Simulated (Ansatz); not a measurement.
# Hypothetical wurtzite BeS: pressure series

Base system: BeS in the wurtzite structure (space group P6_3mc, No. 186; a = 3.412 Å, c = 5.625 Å; a hypothetical phase, not in the database extracts checked).

Cell and atoms are relaxed at each pressure.

Levels (all Ansatz, a first-principles code, PAW): PBEsol (420 eV, scalar-relativistic without spin-orbit coupling); HSE06 (420 eV, no spin-orbit coupling).

Band gaps by level, all at the geometries relaxed with PBEsol:

| case | PBEsol | HSE06 |
|---|---|---|
| base | 3.44 eV | 4.58 eV |
| pressure −2 GPa | 3.52 eV | 4.66 eV |
| pressure −1 GPa | 3.48 eV | ___ |
| pressure 0.3 GPa | 3.42 eV | 4.57 eV |
| pressure 3 GPa | 3.32 eV | 4.46 eV |
| pressure 5 GPa | 3.24 eV | ___ |
| pressure 7.5 GPa | 3.16 eV | 4.29 eV |
| pressure 10 GPa | 3.07 eV | ___ |

Q: Complete the table.

A: 
- pressure −1 GPa, HSE06: 4.62 eV
- pressure 5 GPa, HSE06: 4.38 eV
- pressure 10 GPa, HSE06: 4.20 eV

Single points use the geometry relaxed with PBEsol. HSE06 gaps are upper bounds (no full band path). Load acts through the strain it causes; cell and atoms are relaxed under it. Stability against distortions was not tested. Competing high-pressure phases were not computed.
